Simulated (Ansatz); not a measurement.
Base system: KBr in the rock salt structure (space group Fm-3m, No. 225; a = 6.608 Å).

All numbers come from r2SCAN, PAW, 500 eV (Ansatz, an electronic-structure program; no SOC).

One change was made to it. Results:

```tsv
quantity	base	after
shortest interatomic distance	3.304 Å	3.097 Å
electron mass	0.39 mₑ (at Γ)	0.35 mₑ (at Γ)
valley order (the lowest conduction-band minima on the path, energy above the VBM, named in the base's zone)	Γ 5.07 eV; X along ⟨100⟩ 6.36 eV	Γ 5.70 eV; X along ⟨100⟩ 6.05 eV
```

Q: Which change produced these results?
A) pressure 10 GPa
B) pressure 5 GPa
C) pressure 0.3 GPa

A: B, pressure 5 GPa. For comparison, the valley order in the other runs: pressure 0.3 GPa gives Γ 5.12 eV; X along ⟨100⟩ 6.34 eV; pressure 10 GPa gives X along ⟨100⟩ 5.79 eV; Γ 6.12 eV.

The levels and masses belong to the bands next to the band gap. Load acts through the strain it causes; cell and atoms are relaxed under it. Masses are band curvatures over ±0.01 Å⁻¹ around the edge. Whether these cells are dynamically stable was not tested. Competing high-pressure phases were not computed.
